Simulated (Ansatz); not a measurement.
The parent structure is GaN in the zinc blende structure (space group F-43m, No. 216; a = 4.5485 Å).

Computed with PBE, PAW, 420 eV (Ansatz, a quantum-chemistry and plane-wave program; without spin-orbit coupling).

Base values:

```
Property                                  Value
-------------------  --------------------------
Hole mass            0.14, 0.90, 0.90 mₑ (at Γ)
Band gap                                1.54 eV
Lattice parameter a                  8.595 bohr
```

The change: a hydrostatic pressure of 0.7 GPa.

Q: How does this affect the hole mass, band gap and lattice parameter a?

A: The hole mass (degenerate bands, along [100]) becomes 0.15, 0.89, 0.89 mₑ (at Γ) (base: 0.14, 0.90, 0.90 mₑ (at Γ)); the band gap increases by 0.03 eV to 1.57 eV; the lattice parameter a decreases by 0.011 bohr (8.595 bohr → 8.584 bohr).

Load acts through the strain it causes; cell and atoms are relaxed under it. Masses are band curvatures over ±0.01 Å⁻¹ around the edge. Stability against distortions was not tested. This is not the structure that GaN has at room temperature and ambient pressure.
